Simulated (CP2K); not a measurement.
## Several settings converged on Pb (Fm-3m, 1 atom in the cell)

```
CELL_PARAMETERS angstrom
      3.48968     0.00000     0.00000
      1.74484     3.02215     0.00000
      1.74484     1.00738     2.84931
ATOMIC_POSITIONS crystal
  Pb 0.00000 0.00000 0.00000
```

Base method: PBE, GPW, DZVP-MOLOPT-SR-GTH basis, GTH-PBE potentials (GTH_POTENTIALS) (CP2K).

Base settings: CUTOFF = 400 Ry; REL_CUTOFF = 60 Ry; SMEAR/METHOD = GAUSSIAN; SIGMA = 0.1 eV; KPOINTS/SCHEME = MONKHORST-PACK 5 5 5; XC_FUNCTIONAL = PBE; Pb/BASIS_SET = DZVP-MOLOPT-SR-GTH-q4; Pb/POTENTIAL = GTH-PBE-q4; METHOD = GPW; EPS_DEFAULT = 1e-10.

**The k-point mesh at a smearing width of 0.05 eV**

In this ladder: SIGMA = 0.05 eV. Moved along: GAMMA_CENTERED.

The second cell is the first with its lattice scaled by 0.98.

Only quantities that move along the ladder and can be compared are tabulated.

```csv
KPOINTS/SCHEME,free energy less the last step's (meV/atom),energy of the compressed cell less the first (meV/atom),pressure (GPa)
MONKHORST-PACK 4 4 4,165.53,48.36,2.63
MONKHORST-PACK 5 5 5,32.27,48.77,2.63
MONKHORST-PACK 6 6 6,104.14,66.91,4.12
MONKHORST-PACK 7 7 7,-12.35,60.48,3.60
MONKHORST-PACK 9 9 9,-21.28,52.89,2.97
MONKHORST-PACK 10 10 10,-3.37,50.51,2.78
MONKHORST-PACK 13 13 13,-2.82,52.71,3.05
MONKHORST-PACK 15 15 15,-5.55,52.03,2.93
MONKHORST-PACK 18 18 18,0.00,52.62,3.00
```

Coarsest KPOINTS/SCHEME that holds the pressure within 1 GPa of the last step, with all finer ones: MONKHORST-PACK 7 7 7; the step before is off by 1.1 GPa.

Coarsest KPOINTS/SCHEME that holds the energy of the compressed cell less the first within 1 meV/atom: not settled: the last two steps still differ by 0.59 meV/atom, over half the tolerance, so the ladder does not show it.

Coarsest KPOINTS/SCHEME that holds the free energy within 5 meV/atom: not settled: the last two steps still differ by 5.6 meV/atom, over half the tolerance, so the ladder does not show it.

Two neighbours can agree and both be off: MONKHORST-PACK 4 4 4 and MONKHORST-PACK 5 5 5 differ by 0.41 meV/atom in the energy of the compressed cell less the first, yet lie about 3.9 meV/atom from the last step.

**The width of Gaussian smearing**

In this ladder: KPOINTS/SCHEME = MONKHORST-PACK 8 8 8; GAMMA_CENTERED = T.

Narrow widths need finer meshes than wide ones, so the last steps can hold mesh noise.

Only quantities that move along the ladder and can be compared are tabulated; pressure and forces are left out, as mesh noise rules them at narrow widths.

```tsv
SIGMA	free energy less the last step's (meV/atom)	energy extrapolated to zero width less the last step's (meV/atom)
1 eV	-117.34	5.77
0.5 eV	-28.48	-0.39
0.3 eV	-10.28	0.19
0.2 eV	-4.18	0.73
0.1 eV	-0.53	0.29
0.05 eV	0.00	0.00
```

Widest SIGMA that holds the free energy within 2 meV/atom of the last step, with all finer ones: 0.1 eV; the step before is off by 4.2 meV/atom.

Widest SIGMA that holds the energy extrapolated to zero width within 2 meV/atom of the last step, with all finer ones: 0.5 eV; the step before is off by 5.8 meV/atom.

The extrapolation to zero width removes most of the smearing's effect on the energy.

On the base run: the starting cell has typed, rounded lattice constants, without a prior relaxation at this level. Its lattice was rescaled by up to half a per cent. Values carry the incompleteness of an atom-centred basis. Without a gap this mesh is coarse (it stands for a supercell whose shortest vector is 17 Å).

Left out of this page: 2 runs of the series outside the window shown, repeating another row's setting, or not comparable.
